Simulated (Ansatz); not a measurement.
The starting structures come from a database of crystals and need not be the phases stable at ambient conditions.

Tunnelling through a barrier is set by its complex band structure: the current falls as exp(−2κd) with the smallest κ.

Here is the system:

```yaml
crystal:
  lattice:
    - [5.53211, 0.00000, 0.00000]
    - [2.76605, 9.31267, -0.02591]
    - [2.76605, -0.81422, 2.64350]
  atoms:
    - { symbol: Cu, position: [0.50000, 0.50000, 0.50000] }
    - { symbol: Cu, position: [0.00000, 0.50000, 0.50000] }
    - { symbol: Bi, position: [0.14289, 0.85711, 0.35711] }
    - { symbol: Bi, position: [0.35711, 0.14289, 0.64289] }
    - { symbol: Se, position: [0.82550, 0.67450, 0.17450] }
    - { symbol: Se, position: [0.67450, 0.32550, 0.82550] }
    - { symbol: O, position: [0.50000, 0.00000, 0.00000] }
    - { symbol: O, position: [0.00000, 0.00000, 0.00000] }
```

Space group of this cell: P4/nmm. The cell was relaxed by PBE-D3(BJ); by r2SCAN its mean pressure is 0.8 GPa.

Transport runs along the normal of the first two printed cell vectors, the (111) plane of the conventional cell.

The gap is the functional's own, uncorrected, and κ follows it; spin-orbit coupling is left out. Mid-gap values are interpolated between the computed energies.

**Question.** State the band gap and the smallest decay constant κ at mid-gap according to r2SCAN run with Ansatz (a quantum-chemistry and plane-wave program).

**Answer.** Gap 0.69 eV on a 12×12×12 mesh; κ = 0.113 1/Å, at (0.000, 0.500) of the in-plane reciprocal vectors. At the zone centre, at the nearest computed energy, the slowest state has κ = 0.14 1/Å.
